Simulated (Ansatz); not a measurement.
WSe2: energy against volume

WSe2 (2H layered, P6_3/mmc, 19.843 Å³/atom and stress up to 0.01 GPa in the relaxed cell, c along z) under hydrostatic pressure, with the cell free. PBE-D3(BJ) in Ansatz, a plane-wave DFT program (PAW, default set), 420 eV, 12×12×3 Γ-centred mesh, Fermi-Dirac smearing 0.05 eV; ions are relaxed, or left where forces stay under 0.02 eV/Å, within the symmetry of each cell.

Here V stands for volume and E for E less E0.

| volume (Å³/atom) | E less E0 (meV/atom) | pressure (GPa) |
|---|---|---|
| 21.0457 | 8.64 | -2.00 |
| 20.3120 | 1.54 | -0.99 |
| 19.8433 | 0.00 | 0.00 |
| 19.7297 | 0.10 | 0.30 |
| 19.5813 | 0.56 | 0.70 |
| 19.3217 | 2.33 | 1.50 |
| 18.9121 | 8.02 | 3.02 |
| 18.4655 | ? | ? |

Fit E of the 7 rows that show it with the third-order Birch-Murnaghan form, a cubic in V^(-2/3). With u = V^(-2/3) - 0.1366, the rows have u = -0.0054129, -0.0022725, -0.0001655, 0.0003577, 0.0010488, 0.0022790, 0.0042770. Least squares gives E = 0.017 + 120.9·u + 368494·u² + 9569472·u³. Residuals (row less fit): -0.002, 0.007, -0.007, -0.008, 0.000, 0.010, -0.004; standard error 0.010 (degrees of freedom: 3). Its minimum lies at u = -0.0001651, so V0 = (0.1364349)^(-3/2) = 19.84. There d²E/du² = 727500 and d³E/du³ = 5.742e7, so B0 = (4/9) × 19.84^(-7/3) × 727500 × 0.160218 = 48.6 GPa (the last factor turns the table's units into GPa), and B0' = 4 + (2/3) × 0.1364349 × (5.742e7)/727500 = 11.2. B0' rests on the cubic coefficient alone and has a standard error of 0.1 from these residuals.

### Question
Predict the withheld E at V = 18.4655 from the fit, and compare with the calculation.

### Answer
u = 0.0065394, so E = 0.017 + 120.9 × 0.0065394 + 368494 × 0.0065394² + 9569472 × 0.0065394³ = 19.242 meV/atom. The calculation gives 19.09 meV/atom, 0.152 meV/atom below the prediction (0.8 % of the range of E in the table). The row lies outside the fitted rows, so this is an extrapolation. From the scatter of the fitted rows alone, a prediction at this place has a standard error of 0.042 meV/atom, so the miss is 3.6 times that.

Spin-orbit coupling is left out, which can shift these values for the heavy elements here. Other structures, which can take over under pressure, weren't tried. The same form fitted to the pressure column gives B0' = 11.2; series where the two differ by over 0.4 aren't shown. Rows are the converged runs of the series near zero and its far end, less any whose ions stayed unrelaxed beside relaxed ones; series whose fitted rows scatter by over a few per cent of the range, as at a crossing or softening among them, aren't shown in this form.
